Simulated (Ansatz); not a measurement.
Adsorption energy and surface dipole of F on the 1x1 (0001) surface of hcp Ru, one in a 2x2 cell, started at the site 'hollow Ru-Ru-Ru', worked from the runs' numbers; total energies count from the potentials' own zero.

These are PBE (plane waves to 420 eV, PAW; Ansatz, a quantum-chemistry and plane-wave program) values and carry that method's errors.

Model: 17-atom slab, 6.3 Å thick at the start under the adsorbate (thin: gaps and levels are the slab's own), 6x6x1 mesh, Fermi-Dirac 0.1 eV, dipole correction, 8 atoms held, the rest relaxed; start symmetry kept, larger cells not searched; no spin, no spin-orbit, no U, no dispersion correction. At the end it is bonded to 3 Ru. In PBE it is, or lies within 0.03 eV of, the lowest of the starts that converged.

```json
[
 {"quantity": "slab with the adsorbate", "value": "-94859.031 eV"},
 {"quantity": "clean slab, same cell and mesh", "value": "-94050.528 eV"},
 {"quantity": "reference, ½ F2(g)", "value": "-805.593 eV"},
 {"quantity": "area of the cell", "value": "25.66 Å²"},
 {"quantity": "change of the step from the bottom to the top vacuum level", "value": "0.632 eV"}
]
```

Question: What is the adsorption energy against this reference?

Answer: E(slab + adsorbate) − E(slab) − E(reference) = -2.91 eV, so in this state the adsorbate is more stable than in the reference, at a coverage of 3.90 a nm².

Question: What dipole does adsorption add to the slab along the outward normal (Helmholtz relation, ε₀ = 0.005526 e/(V·Å))?

Answer: p = −ε₀·A·ΔV = -0.090 e·Å = -0.43 D; its negative end points to the vacuum, which raises the vacuum level.
